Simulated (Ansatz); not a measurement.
The starting structures come from a database of crystals and need not be the phases stable at ambient conditions.

Inside the gap of an insulator the Bloch states are evanescent, with a wavenumber k + iκ along the transport direction.

Given:

```
CELL_PARAMETERS angstrom
      8.10749     0.00000     0.00000
      0.00000     9.59402     0.00000
      0.00000     0.00000     5.15255
ATOMIC_POSITIONS crystal
  Sr 0.01814 0.82552 0.75000
  Sr 0.98186 0.17448 0.25000
  Sr 0.48186 0.32552 0.25000
  Sr 0.51814 0.67448 0.75000
  Sr 0.34857 0.92168 0.25000
  Sr 0.65143 0.07832 0.75000
  Sr 0.15143 0.42168 0.75000
  Sr 0.84857 0.57832 0.25000
  Si 0.74724 0.89837 0.25000
  Si 0.25276 0.10163 0.75000
  Si 0.75276 0.39837 0.75000
  Si 0.24724 0.60163 0.25000
```

Space group of this cell: Pnma. The cell is taken as given.

Transport runs along the normal of the first two printed cell vectors.

The gap is the functional's own. No spin-orbit coupling. Mid-gap values are interpolated on the energy grid.

### Question
State the band gap and the smallest decay constant κ at mid-gap according to r2SCAN (Ansatz, a first-principles code).

### Answer
Gap 0.63 eV on a 4×4×6 mesh; κ = 0.070 1/Å, at the zone centre.
